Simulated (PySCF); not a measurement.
PySCF 2.14.0, TPSSH/def2-svpd, df: Ga(Me)2(NH2) ([CH3][Ga]([CH3])[NH2]), 12 atoms. The geometry is a generated start, not checked to be a minimum at this level.

```json
{
  "task": "energy",
  "method": "tpssh",
  "basis": "def2-svpd",
  "two_electron_scheme": "density fitting",
  "mol.max_memory": "3000 MB",
  "mf.max_cycle": "100",
  "mf.init_guess": "minao (default)",
  "mf.DIIS": "CDIIS (default)",
  "mf.conv_tol": "1e-09 (default)",
  "mf.grids.level": "3 (default)",
  "basis_functions": "162",
  "grid_points": "141512"
}
```

```xyz
12

Ga     0.0965    -0.0305     0.0778
C     -1.4036    -1.3956    -0.0752
H     -1.0297    -2.3384    -0.4820
H     -2.2028    -1.0363    -0.7270
H     -1.8288    -1.6039     0.9091
C      0.2433     1.7632    -0.8691
H      0.8890     1.6843    -1.7469
H      0.6722     2.5164    -0.2041
H     -0.7362     2.1127    -1.2050
N      1.4478    -0.4472     1.2355
H      2.2789     0.1123     1.3832
H      1.5735    -1.3373     1.7037
```

One run each on 2 threads, 1 BLAS thread. Values of diis_space tried: 3, 5, 8 (default), 12, 20.

Problem. Predict the course of the Fock builds along this series.

Solution. Fewest Fock builds, within one of each other: 5 with 12, 8 (default) with 12, 12 with 12, 20 with 12. The count rises to 20 at 3. All converge to one solution.

| diis_space | Fock builds | end |
|---|---|---|
| 3 | 20 | same solution |
| 5 | 12 | same solution |
| 8 (default) | 12 | same solution |
| 12 | 12 | same solution |
| 20 | 12 | same solution |
